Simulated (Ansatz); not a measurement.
# Hypothetical P6_3/mmc HgI2: thickness series

The parent structure is HgI2 in the 2H-MoS2 type structure (space group P6_3/mmc, No. 194; a = 4.166 Å, c = 14.183 Å; a hypothetical phase, not in the database extracts checked).

Free-standing slabs (3 atom(s) a layer) normal to the stacking axis with 15 Å of vacuum; in-plane cell relaxed.

Calculations: PBE-D3(BJ) (Ansatz, a first-principles code; PAW; 420 eV plane waves; scalar-relativistic without spin-orbit coupling), earlier PAW set.

```tsv
variant	band gap	thickness between the outermost nuclei	smallest direct gap	shortest interatomic distance
base	0.34 eV	–	0.45 eV	3.073 Å
1 layer	…	3.83 Å	1.25 eV	3.076 Å
2 layers	0.73 eV	…	0.92 eV	3.074 Å
3 layers	…	…	0.73 eV	3.073 Å
```

**Question.** Some entries are withheld; estimate them.

**Answer.** 
- 1 layer, band gap: 0.96 eV
- 2 layers, thickness between the outermost nuclei: 10.89 Å
- 3 layers, band gap: 0.63 eV
- 3 layers, thickness between the outermost nuclei: 17.99 Å

With Hg and I present, leaving out spin-orbit coupling can change the band edges. Whether these cells are dynamically stable was not tested.
